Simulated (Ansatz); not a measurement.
## Mo3Te4: response to strain

The reference is Mo3Te4 (space group R-3, No. 148; a = 10.106 Å, c = 11.727 Å (hexagonal axes)). Axes: x lies along a and z along c of the hexagonal cell.

Strains are applied to the cell and any free atomic positions relax; under biaxial strain the out-of-plane vector relaxes too.

Computed with PBEsol/PAW in Ansatz (a quantum-chemistry and plane-wave program), without spin-orbit coupling.

Notes on the quantities. energy relative to the base: free energy F; pressure: mean of the normal stresses, compression positive.

| variant | energy relative to the base | pressure | volume per atom |
|---|---|---|---|
| base | 0 meV/atom | 0.0 GPa | 24.70 Å³ |
| biaxial strain +0.87 %, plane normal [001], relaxed out of plane | +0.6 meV/atom | -0.3 GPa | 24.86 Å³ |
| biaxial strain +3.91 %, plane normal [001], relaxed out of plane | +9.6 meV/atom | -1.0 GPa | 25.25 Å³ |
| biaxial strain +4.50 %, plane normal [001], relaxed out of plane | +12 meV/atom | -1.1 GPa | 25.33 Å³ |
| uniaxial strain ε_xx = +2.15 % | +2.4 meV/atom | -0.8 GPa | 25.23 Å³ |

Whether these cells are dynamically stable was not tested. All final runs are without spin polarisation.
